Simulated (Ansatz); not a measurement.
System: cubic perovskite CsPbCl3 (cubic high-temperature phase). Method: HSE06 (plane waves, PAW; Ansatz, a first-principles code).

Run with plane-wave cutoff 460 eV, 4×4×4 k mesh, Fermi–Dirac smearing 0.01 eV, scalar-relativistic PAW data made under PBE.

The cell has the measured lattice: a = 5.6050 Å, b = 5.6050 Å, c = 5.6050 Å, α = 90.00°, β = 90.00°, γ = 90.00°.

Question: Predict the band gap and direct gap at Γ.

Answer: 
band gap: 2.60 eV (on the SCF k mesh)
direct gap at Γ: 7.16 eV

Note: held by symmetry at 0 K, a high-temperature phase can be a saddle point; cell and atoms aren't relaxed at this level (pressure 1.4 GPa).

Spin–orbit coupling is not included; with these elements it can move the gap by several tenths of an eV or more.

It cost roughly 2.2 core-minutes of CPU time.
